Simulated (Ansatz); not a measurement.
Reference: AlP (F-43m), PBEsol with spin-orbit coupling, rigid bands (plane waves, PAW; Ansatz, a program for electronic structure); axes and stresses refer to this cell.

```
AlP
1.0
    0.00000     2.73525     2.73525
    2.73525     0.00000     2.73525
    2.73525     2.73525     0.00000
Al P
1 1
Direct
  0.00000   0.00000   0.00000
  0.75000   0.75000   0.75000
```

band gap: 1.43 eV
electron conductivity mass: 0.33 mₑ
Seebeck coefficient, n-type 1e19 cm⁻³: -262 μV/K

After one change the values are band gap 1.21 eV; electron conductivity mass 0.35 mₑ; Seebeck coefficient, n-type 1e19 cm⁻³ -184 μV/K. What was changed between the two runs?
A. uniaxial stress zz = 2 GPa (compression positive)
B. uniaxial stress along [110] of 2 GPa (compression positive)
C. uniaxial stress along [110] of -1 GPa (compression positive)

A, uniaxial stress zz = 2 GPa (compression positive)

Masses are for dilute carriers at 300 K, harmonic means over directions unless an axis is named. Seebeck coefficients are for the stated density at 300 K, with one relaxation time for all states and whether or not that doping can be reached. Stresses and pressures are the targets of the relaxation.  The structure type is held under load, also where the real crystal would transform.
